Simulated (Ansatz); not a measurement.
The starting structures come from a database of crystals and need not be the phases stable at ambient conditions.

 Where the default PAW files enter, the runs use the earlier of Ansatz's two default sets.

Crystal: CaCl$_{2}$ (P4_2/mnm, rutile, not sure to be the ambient phase, 6 atoms a cell, 28.6 Å³ an atom); planes in its conventional cell.

Method: r2SCAN (plane waves, PAW; Ansatz, a program for electronic structure).

The gap is the functional's own, uncorrected, and κ follows it; spin-orbit coupling is left out. Mid-gap values are interpolated between the computed energies.

| plane | area of the cell (Å²) | mid-gap κ (1/Å) | largest κ in the gap (1/Å) |
|---|---|---|---|
| (100) | 26.8 | 0.43 | 0.43 |
| (001) | 41.0 | [?] | [?] |
| (110) | 37.9 | [?] | [?] |

Q: The slowest decay depends on the direction. Supply the withheld values.

A: 
- (001), mid-gap κ (1/Å): 0.42
- (001), largest κ in the gap (1/Å): 0.42
- (110), mid-gap κ (1/Å): 0.38
- (110), largest κ in the gap (1/Å): 0.38
